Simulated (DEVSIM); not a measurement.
Structure: abrupt In0.53Ga0.47As p-n junction, at 300 K.

| layer (left to right) | material | thickness (μm) | Nd (cm⁻³) | Na (cm⁻³) | τn (s) | τp (s) |
|---|---|---|---|---|---|---|
| 1 | In0.53Ga0.47As | 92.0 | - | 3.3e17 | 2.1e-8 | 7.1e-10 |
| 2 | In0.53Ga0.47As | 8.30 | 9.8e16 | - | 7.1e-10 | 7.1e-10 |

Left contact: ohmic. Right contact: ohmic. Voltage is applied to the left contact. Recombination: SRH at mid-gap, radiative. Mobility is constant in doping.

This is a model device: material constants are rounded textbook-type values typed into the input, and sizes, dopings and lifetimes were drawn at random. Values at 300 K.

| parameter | In0.53Ga0.47As |
|---|---|
| gap (eV) | 0.74 |
| affinity (eV) | 4.51 |
| permittivity | 13.9 |
| Nc (cm⁻³) | 2.1e17 |
| Nv (cm⁻³) | 7.7e18 |
| μn (cm²/Vs) | 12000 |
| μp (cm²/Vs) | 300 |
| B (cm³/s) | 9.6e-11 |

Simulated with DEVSIM: 1D drift-diffusion, Boltzmann statistics, complete ionisation; no tunnelling, impact ionisation, image-force lowering or self-heating.

Problem. Tabulate band edges, carrier densities and field at 0.7 V on the left contact.

Solution. Energies count from the Fermi level of the right contact; mesh points crowd at the junctions.

| x (μm) | Ec (eV) | Ev (eV) | n (cm⁻³) | p (cm⁻³) | field (V/cm) |
|---|---|---|---|---|---|
| 0.000 | -0.041 | -0.781 | 1800000 | 3.3e17 | 18 |
| 0.04824 | -0.041 | -0.781 | 1.2e12 | 3.3e17 | 18 |
| 0.1934 | -0.041 | -0.781 | 4.9e12 | 3.3e17 | 18 |
| 0.6574 | -0.040 | -0.780 | 1.6e13 | 3.3e17 | 18 |
| 2.936 | -0.036 | -0.776 | 6.7e13 | 3.3e17 | 18 |
| 8.883 | -0.025 | -0.765 | 1.7e14 | 3.3e17 | 18 |
| 26.78 | 0.007 | -0.733 | 4.1e14 | 3.3e17 | 18 |
| 74.02 | 0.084 | -0.656 | 1.7e15 | 3.3e17 | 14 |
| 86.04 | 0.100 | -0.640 | 2.6e15 | 3.3e17 | 12 |
| 90.03 | 0.105 | -0.635 | 3.0e15 | 3.3e17 | 11 |
| 91.36 | 0.106 | -0.634 | 3.1e15 | 3.3e17 | 11 |
| 91.88 | 0.107 | -0.633 | 3.2e15 | 3.3e17 | 11 |
| 91.97 | 0.105 | -0.635 | 3.4e15 | 3.1e17 | -2200 |
| 92.01 | 0.044 | -0.696 | 3.6e16 | 2.9e16 | -19000 |
| 92.13 | 0.016 | -0.724 | 1.1e17 | 8.6e15 | 23 |
| 92.44 | 0.017 | -0.723 | 1.0e17 | 5.8e15 | 19 |
| 93.37 | 0.018 | -0.722 | 1.0e17 | 1.7e15 | ≈ 0 |
| 96.15 | 0.019 | -0.721 | 9.8e16 | 4.1e13 | ≈ 0 |
| 99.36 | 0.020 | -0.720 | 9.8e16 | 5.0e11 | ≈ 0 |
| 100.0 | 0.020 | -0.720 | 9.8e16 | 1.3e11 | ≈ 0 |
| 100.2 | 0.020 | -0.720 | 9.8e16 | 3.3e10 | ≈ 0 |
| 100.3 | 0.020 | -0.720 | 9.8e16 | 6100000 | ≈ 0 |
